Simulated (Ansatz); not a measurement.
Ansatz (an electronic-structure program) run on Nb3Au2 (I4mm, 5 atoms in the cell): self-consistent single point.

Level of theory: PBEsol, default PAW files made with PBE (plane waves; Ansatz).

The change in words: lattice scaled by 0.98; basis.ecutwfc: 420 eV → 840 eV. Reference geometry:
```
CELL_PARAMETERS angstrom
     -1.71293     1.71293     7.68388
      1.71293    -1.71293     7.68388
      1.71293     1.71293    -7.68388
ATOMIC_POSITIONS crystal
  Nb 0.00325 0.00325 0.00000
  Nb 0.39924 0.39924 0.00000
  Nb 0.60076 0.60076 0.00000
  Au 0.19977 0.19977 0.00000
  Au 0.80023 0.80023 0.00000
```

Reference input (self-consistent single point, DFT, PBEsol, plane waves, default PAW files made with PBE): basis.ecutwfc = 420 eV; kpoints.mp_grid.grid = 6 6 6; hamiltonian.xc = pbesol; hamiltonian.pseudopotentials = {kind: paw} (the program's default PAW files); scf.occupations.method = fermi_dirac; scf.occupations.width = 0.1 eV. This run's input differs from it in these lines:

Ansatz 0.2 input:
```diff
@@ -3,5 +3,5 @@
   lattice:
-    - [-1.712928, 1.712928, 7.683883]
-    - [1.712928, -1.712928, 7.683883]
-    - [1.712928, 1.712928, -7.683883]
+    - [-1.678669, 1.678669, 7.530205]
+    - [1.678669, -1.678669, 7.530205]
+    - [1.678669, 1.678669, -7.530205]
   atoms:
@@ -13,3 +13,3 @@
 basis:
-  ecutwfc: 420.0 eV
+  ecutwfc: 840.0 eV
 kpoints:
```

Output (repeated stretches shortened):

```
SCF iter   1: F=—  HF=-39501.520852 eV  |F-HF|=—  |Δ(HF+E_count)|=         —  Δρ=6.80e-3  dr2=4.77e-2  ethr=1.77e-3  ⟨swp⟩=5.3  Hψ=4435  notcnv=0
all-band conjugate gradients solve this SCF's bands
preconditioner: auto → Kerker (q_TF=auto, 2.684 Å⁻¹)
SCF iter   2: F=—  HF=-39501.517437 eV  |F-HF|=—  |Δ(HF+E_count)|=   3.41e-3  Δρ=3.48e-3  dr2=1.37e-2  ethr=6.19e-5  ⟨swp⟩=2.4  Hψ=2006  notcnv=0
SCF iter   3: F=—  HF=-39501.515126 eV  |F-HF|=—  |Δ(HF+E_count)|=   2.31e-3  Δρ=5.04e-4  dr2=4.56e-4  ethr=1.78e-5  ⟨swp⟩=2.1  Hψ=1911  notcnv=0
SCF iter   4: F=—  HF=-39501.515066 eV  |F-HF|=—  |Δ(HF+E_count)|=   6.02e-5  Δρ=1.08e-4  dr2=3.21e-5  ethr=5.92e-7  ⟨swp⟩=2.0  Hψ=1694  notcnv=0
SCF iter   5: F=—  HF=-39501.515050 eV  |F-HF|=—  |Δ(HF+E_count)|=   1.57e-5  Δρ=2.76e-5  dr2=1.48e-6  ethr=4.17e-8  ⟨swp⟩=2.0  Hψ=1743  notcnv=0
SCF iter   6: F=-39501.515050 eV  HF=-39501.515050 eV  |F-HF|=3.14e-8  |Δ(HF+E_count)|=   1.21e-7  Δρ=5.66e-6  dr2=4.66e-8  ethr=1.30e-10  ⟨swp⟩=4.0  Hψ=5533  notcnv=0
SCF 1 converged in 6 iterations: F = -39501.515050 eV  dr2 = 4.66e-8
Free energy (F): -39501.515050 eV
Internal energy: -39501.401435 eV  (E = F + TS)
E sigma→0 (E₀):  -39501.458242 eV
Entropy (-TS):   -0.113616 eV (-22.723 meV/atom)
Fermi energy:    19.983454 eV
--- Forces (eV/Å), atoms counted from 1 ---
  atom   1  Nb     0.00000000     0.00000000    -0.83366165
  atom   2  Nb     0.00000000    -0.00000000     0.33318838
  atom   3  Nb    -0.00000000     0.00000000     0.22788931
  atom   4  Au    -0.00000000     0.00000000     0.17960756
  atom   5  Au     0.00000000     0.00000000     0.09291684
--- Stress (GPa, compression-positive) ---
        3.409240      -0.000000      -0.000000
       -0.000000       3.409240      -0.000000
       -0.000000      -0.000000       3.752007
  P = ⅓ Tr σ = 3.5235 GPa (35.235 kbar)
  The stress holds the Pulay correction. Without it, at fixed plane waves, as pw.x and ABINIT print it: P = 3.5226 GPa
```

The run converged in 6 iterations. Against the reference run the free energy drops by 16.9 meV/atom, the pressure goes from -7.71 to 3.52 GPa and the largest force goes from 0.700 to 0.834 eV/Å.

The starting cell comes from a database of computed structures (which also holds hypothetical and non-ambient phases and stackings), without a prior relaxation at this level. Its lattice was rescaled by up to half a per cent. One atom was moved a little off its site on purpose. For this run, on top of that: lattice scaled by 0.98. Spin polarisation is off. Ansatz's pressure includes its estimate of the finite-basis (Pulay) stress.
